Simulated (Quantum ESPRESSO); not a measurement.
Several settings converged on Ba₂NF (R-3m, 4 atoms in the cell)

```xyz
4
Lattice="2.0048 1.1575 6.6551 -2.0048 1.1575 6.6551 0.0000 -2.3149 6.6551" Properties=species:S:1:pos:R:3 pbc="T T T"
Ba     0.0000     0.0000    15.1264
Ba     0.0000     0.0000     4.8388
N      0.0000     0.0000     9.9826
F      0.0000     0.0000     0.0000
```

Base method: LDA (PZ), GBRV 1.5 ultrasoft (LDA) pseudopotentials (plane waves; Quantum ESPRESSO 7.5).

Base settings: ecutwfc = 40 Ry; ecutrho = 200 Ry; occupations = smearing; smearing = fermi-dirac; degauss = 0.000734986 Ry; potentials = {Ba: ba_lda_v1.uspp.F.UPF, N: n_lda_v1.2.uspp.F.UPF, F: f_lda_v1.4.uspp.F.UPF}; K_POINTS = automatic 3 3 3 0 0 0; conv_thr = 1e-08 Ry; mixing_beta = 0.4.

Core times come from one kind of shared machine, to one figure; runs under 30 s give none.

**Zone-centre phonons against the cutoff**

In this ladder: occupations = fixed; smearing = default; degauss = default; nbnd = 22; ph.x.tr2_ph = 1e-14; ph.x.fildyn = dyn.G; ph.x.epsil = true; dynmat.x.fildyn = dyn.G; dynmat.x.asr = crystal. Moved along: ecutrho.

The mesh stays at the base's, so the ladder's end is converged at best in this setting alone.

Frequencies are those of the unrelaxed cell, without the LO-TO term of polar crystals.

Only quantities that move along the ladder and can be compared are tabulated; the gap is left out on so coarse a mesh.

```csv
ecutwfc,highest zone-centre frequency (cm⁻¹),lowest optical frequency (cm⁻¹),largest Born charge (mean of the diagonal) (e),mean ε∞,core time / last (rough)
20 Ry,383.3,-45.7,3.506,6.000,0.3
28 Ry,374.6,57.3,3.504,5.965,1
34 Ry,372.7,57.3,3.515,5.961,0.6
40 Ry,374.0,57.5,3.520,5.958,1
```

Coarsest ecutwfc that holds the highest zone-centre frequency within 5 cm⁻¹ of the last step, with all finer ones: 28 Ry; the step before is off by 9.3 cm⁻¹.

Coarsest ecutwfc that holds the lowest optical frequency within 5 cm⁻¹ of the last step, with all finer ones: 28 Ry; the step before is off by 100 cm⁻¹.

Coarsest ecutwfc that holds the largest Born charge (mean of the diagonal) within 0.01 e: not settled: the last two steps still differ by 0.005 e, over half the tolerance, so the ladder does not show it.

**The force threshold of a relaxation**

On Ba2NF (R3m, 4 atoms in the cell): one atom moved by 0.15 angstrom.

In this ladder: calculation = relax; tprnfor = default; tstress = default.

The mesh stays at the base's, so the ladder's end is converged at best in this setting alone.

Only quantities that move along the ladder and can be compared are tabulated; the gap is left out on so coarse a mesh.

```tsv
forc_conv_thr	free energy less the last step's (meV/atom)	largest force left (eV/Å)	relaxation steps	core time / last (rough)
0.0078 Ry/bohr	0.31	0.0348	4	0.5
0.0019 Ry/bohr	0.31	0.0347	4	0.5
0.00078 Ry/bohr	0.00	0.0079	15	1
3.9e-05 Ry/bohr	0.00	0.0002	17	1
```

Coarsest forc_conv_thr that holds the free energy within 0.05 meV/atom of the last step, with all finer ones: 0.00078 Ry/bohr; the step before is off by 0.31 meV/atom.

Coarsest forc_conv_thr that holds the largest force left within 0.02 eV/Å of the last step, with all finer ones: 0.00078 Ry/bohr; the step before is off by 0.034 eV/Å.

Two neighbours can agree and both be off: 0.0078 Ry/bohr and 0.0019 Ry/bohr differ by 0.00 meV/atom in the free energy, yet lie about 0.31 meV/atom from the last step.

On the base run: the starting cell comes from a database of computed structures (which also holds hypothetical and non-ambient phases and stackings), without a prior relaxation at this level. Its lattice was rescaled by up to half a per cent. In the base run, with a pressure of about -4 GPa the cell is away from its equilibrium volume at this level.
